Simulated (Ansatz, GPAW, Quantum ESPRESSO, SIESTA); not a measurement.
## CsSbO3 (P1, 5 atoms in the cell) computed with different codes at matched settings

Self-consistent single point, at a second geometry (atoms moved at random). First geometry:

```
CELL_PARAMETERS angstrom
      4.21598     0.00000     0.00000
      0.00000     4.21598     0.00000
      0.00000     0.00000     4.21598
ATOMIC_POSITIONS crystal
  Cs 0.00000 0.00000 0.00000
  Sb 0.50000 0.50000 0.50000
  O  0.50000 0.50000 0.00000
  O  0.00000 0.50000 0.50000
  O  0.50000 0.00000 0.50000
```

Second geometry:
```
CELL_PARAMETERS angstrom
      4.21598     0.00000     0.00000
      0.00000     4.21598     0.00000
      0.00000     0.00000     4.21598
ATOMIC_POSITIONS crystal
  Cs 0.99446 0.99422 0.99108
  Sb 0.51678 0.49427 0.51708
  O  0.51070 0.50487 0.99997
  O  0.99921 0.49514 0.50562
  O  0.47885 0.01150 0.48625
```

Shared settings, as Ansatz (a quantum-chemistry and plane-wave program) writes them: kpoints.mp_grid.grid = 8 8 8; scf.occupations.method = fermi_dirac; scf.occupations.width = 0.1 eV. Potentials and cutoffs stand in the table.

```json
[
 {"code": "Ansatz", "model": "PBEsol, PAW files made with PBE", "ΔF from the first geometry (meV/atom)": "15.0", "pressure (GPa)": "-5.22", "largest force (eV/Å)": "0.686", "cutoff": "default"},
 {"code": "Quantum ESPRESSO", "model": "PBEsol, GBRV 1.5 ultrasoft (PBESOL) pseudopotentials", "ΔF from the first geometry (meV/atom)": "15.5", "pressure (GPa)": "-4.45", "largest force (eV/Å)": "0.732", "cutoff": "40 Ry"},
 {"code": "GPAW", "model": "PBEsol, GPAW PAW datasets PBEsol (made by gpaw-setup)", "ΔF from the first geometry (meV/atom)": "14.6", "pressure (GPa)": "–", "largest force (eV/Å)": "0.643", "cutoff": "900 eV"},
 {"code": "SIESTA", "model": "GGA PBEsol, numerical atomic orbitals TZP, PseudoDojo PBEsol standard norm-conserving potentials (rewritten from UPF to PSML)", "ΔF from the first geometry (meV/atom)": "16.2", "pressure (GPa)": "-2.57", "largest force (eV/Å)": "0.836", "cutoff": "grid 300 Ry"}
]
```

Size of the force on each atom (eV/Å): Sizes of forces hide their directions.

```tsv
code	Cs1	Sb2	O3	O4	O5
Ansatz	0.433	0.686	0.223	0.187	0.402
Quantum ESPRESSO	0.431	0.732	0.244	0.216	0.416
GPAW	0.438	0.643	0.209	0.161	0.397
SIESTA	0.437	0.836	0.363	0.355	0.450
```

A dash marks a value that a program does not give, or that is left out as unsure.

No clean gap comes from Ansatz, Quantum ESPRESSO, GPAW and SIESTA: levels at the Fermi energy touch, overlap or are partly filled at this smearing.

On Ansatz's run: spin-orbit coupling is off.

The spread over the programs that give each value: ΔF from the first geometry within 1.6 meV/atom; pressure within 2.65 GPa; largest force within 0.193 eV/Å.

SIESTA uses small atom-centred bases, whose incompleteness enters pressures, forces and empty levels differently from a plane-wave cutoff. Ansatz's pressure is given at a fixed set of plane waves, as the other plane-wave codes print theirs; with its correction for the finite basis it is -4.90 GPa (the shift of 0.33 GPa shows how far the cutoff is from converged). The pressure of GPAW is left out: its cutoff lies under the one at which its stress was checked. In the pressure, SIESTA (by 2.26) lies more than 1 GPa from the median of the plane-wave programs. In the force vectors, SIESTA (by 0.193) lies more than 0.08 eV/Å from the median of the plane-wave programs.

The starting cell comes from a database of computed structures (which also holds hypothetical and non-ambient phases and stackings), without a prior relaxation at this level. Its lattice was rescaled by a random factor within 2.5 % of one. For this run, on top of that: atoms moved at random.

Keys are those of Ansatz 0.2.
